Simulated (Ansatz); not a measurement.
Results of BLYP in Ansatz (plane waves, PAW) for CsCl-type RuAl.

Run with plane-wave cutoff 520 eV, 16×16×16 k mesh, Fermi–Dirac smearing 0.1 eV, perturbation theory, no spin polarisation, scalar-relativistic PAW data made under PBE.

Cell (relaxed at this level):

```
CELL_PARAMETERS angstrom
      3.03687     0.00000     0.00000
      0.00000     3.03687     0.00000
      0.00000     0.00000     3.03687
ATOMIC_POSITIONS crystal
  Al 0.50000 0.50000 0.50000
  Ru 0.00000 0.00000 0.00000
```

**Question.** Estimate the TO(Γ) frequency that the calculation returns.

**Answer.** 
- TO(Γ) frequency: 270 cm⁻¹

The result took roughly 4 core-minutes.

Ansatz is a quantum-chemistry and plane-wave program.
